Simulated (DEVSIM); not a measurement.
Device: Si n-i-p diode, at 300 K.

| layer (left to right) | material | thickness (μm) | Nd (cm⁻³) | Na (cm⁻³) | τn (s) | τp (s) |
|---|---|---|---|---|---|---|
| 1 | Si | 0.400 | 3.9e18 | - | 3e-6 | 3e-6 |
| 2 | Si | 3.60 | - | 4.5e11 | 3e-6 | 3e-6 |
| 3 | Si | 0.420 | - | 7.5e18 | 3e-6 | 3e-6 |

Left contact: ohmic. Right contact: ohmic. Voltage is applied to the left contact. Recombination: SRH at mid-gap, Auger. Mobility is constant in doping. Where it depends on doping, it is μmin + (μ − μmin)/(1 + (N/Nref)^α).

Constants are typed, rounded textbook-type inputs, not results; the design itself was drawn at random and stands for no fabricated device. Values at 300 K. The table also holds parameters that only a changed run uses.

```tsv
parameter	Si
gap (eV)	1.124
affinity (eV)	4.05
permittivity	11.7
Nc (cm⁻³)	2.86e19
Nv (cm⁻³)	3.1e19
μn (cm²/Vs)	1417
μp (cm²/Vs)	470
μn,min	52
μp,min	45
Nref,n	9.7e16
Nref,p	2.2e17
αn	0.68
αp	0.72
Cn (cm⁶/s)	2.8e-31
Cp (cm⁶/s)	9.9e-32
```

Model (solved in DEVSIM): 1D drift-diffusion, Boltzmann statistics, complete ionisation; no tunnelling, impact ionisation, image-force lowering or self-heating.

Base results: potential step across the device at zero bias (V) 1.036; dark forward voltage at 1 A/cm² (V) 0.680; dark forward voltage at 100 A/cm² (V) 0.802.

### Question
What follows from this one change: thickness of layer 1 0.4 → 0.24 μm?

### Answer
potential step across the device at zero bias little changed (1.036 V); dark forward voltage at 1 A/cm² 0.680 → 0.674 V; dark forward voltage at 100 A/cm² 0.802 → 0.797 V.

### Question
What follows from this one change: thickness of layer 3 0.42 → 1.3 μm?

### Answer
potential step across the device at zero bias little changed (1.036 V); dark forward voltage at 1 A/cm² 0.680 → 0.693 V; dark forward voltage at 100 A/cm² 0.802 → 0.817 V.

### Question
What follows from this one change: doping Nd of layer 1 3.9e+18 → 1.2e+19 cm^-3?

### Answer
potential step across the device at zero bias 1.036 → 1.065 V; dark forward voltage at 1 A/cm² 0.680 → 0.688 V; dark forward voltage at 100 A/cm² 0.802 → 0.810 V.

### Question
What follows from this one change: doping-dependent mobility in place of the constant one?

### Answer
potential step across the device at zero bias little changed (1.036 V); dark forward voltage at 1 A/cm² 0.680 → 0.730 V; dark forward voltage at 100 A/cm² 0.802 → 0.854 V.
